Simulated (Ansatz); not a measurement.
The parent structure is SrTiO₃ in the cubic perovskite structure (space group Pm-3m, No. 221; a = 3.936 Å).

Level of theory: plane-wave PAW DFT at the PBE level (Ansatz, an electronic-structure program, 420 eV), spin-orbit coupling left out.

Strains are applied to the cell and any free atomic positions relax.

One change was made to it. Results:

```json
[
 {"quantity": "smallest direct gap", "base": "2.20 eV", "after": "2.12 eV"},
 {"quantity": "band gap", "base": "1.84 eV", "after": "1.74 eV"},
 {"quantity": "energy relative to the base (free energy F)", "base": "0 meV/atom", "after": "+18 meV/atom"}
]
```

Problem. What was done to the base?
A) isotropic strain +1.80 %
B) isotropic strain +2.40 %
C) isotropic strain +3.00 %

Solution. A, isotropic strain +1.80 %. For comparison, the energy relative to the base in the other runs: isotropic strain +2.40 % gives +31 meV/atom; isotropic strain +3.00 % gives +47 meV/atom.

Whether these cells are dynamically stable was not tested. All final runs are without spin polarisation. Many cubic perovskites are stable only at high temperature; tilts and polar distortions were not tested.
